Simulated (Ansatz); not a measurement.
# La2O (model structure, started from the Ca2N type, R-3m, No. 166, 3 atoms in the cell)

All values below come from LDA (PAW; Ansatz, a first-principles code).

Numerical settings: plane-wave cutoff 520 eV, 16×16×16 k mesh, Fermi–Dirac smearing 0.05 eV, scalar-relativistic PAW data made under PBE.

Cell (relaxed at this level):

```xyz
3
Lattice="1.8329 1.0582 6.1859 -1.8329 1.0582 6.1859 0.0000 -2.1164 6.1859" Properties=species:S:1:pos:R:3 pbc="T T T"
La     0.0000     0.0000    13.7209
La     0.0000     0.0000     4.8367
O      0.0000     0.0000     0.0000
```

| Item | Value |
|---|---|
| band gap | zero (no gap) |

Note: the relaxation could raise the start's symmetry but not lower it, so the cell can be a saddle point.

Spin–orbit coupling is not included; it can open a gap where bands touch, and shift volumes and moduli.

Computed values are for the static lattice.

A model structure was made by putting elements into a prototype or built by hand; it is no filed structure, need not be a known phase, and can be a saddle point held by its symmetry.
